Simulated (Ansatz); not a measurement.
We consider CrAlGe (model structure, started from the MnAlGe type, P4/nmm, No. 129, 6 atoms in the cell), described by r²SCAN in Ansatz (plane waves, PAW).

Numerical settings: plane-wave cutoff 560 eV, 14×14×10 k mesh (along the axes of the cell as run), Fermi–Dirac smearing 0.05 eV, spin-polarised with parallel moments, scalar-relativistic PAW data made under PBE.

Cell (relaxed at this level):

```
AlCrGe
1.0
    4.01852     0.00000     0.00000
    0.00000     4.01852     0.00000
    0.00000     0.00000     5.88688
Cr Al Ge
2 2 2
Cartesian
  2.00926   2.00926   0.00000
  0.00000   0.00000   0.00000
  0.00000   2.00926   4.13193
  2.00926   0.00000   1.75495
  2.00926   0.00000   4.27794
  0.00000   2.00926   1.60894
```
Starting moments (μB, in the order of the record's atoms Cr Cr Al Al Ge Ge): 4.0 4.0 0.0 0.0 0.0 0.0.

Problem. What does this level give for the bulk modulus?

Solution. 
- bulk modulus: 105 GPa

The run finds no gap.

Note: the magnetic order was assumed, not searched for or taken from measurement; the bulk modulus is −V dP/dV from two relaxed cells at ±2 % in volume; the relaxation could raise the start's symmetry but not lower it, so the cell can be a saddle point.

Static lattice: no zero-point or thermal effects.

Cost on a shared machine: roughly 14 core-minutes.

A model structure was made by putting elements into a prototype or built by hand; it is no filed structure, need not be a known phase, and can be a saddle point held by its symmetry.

Ansatz is a first-principles code.
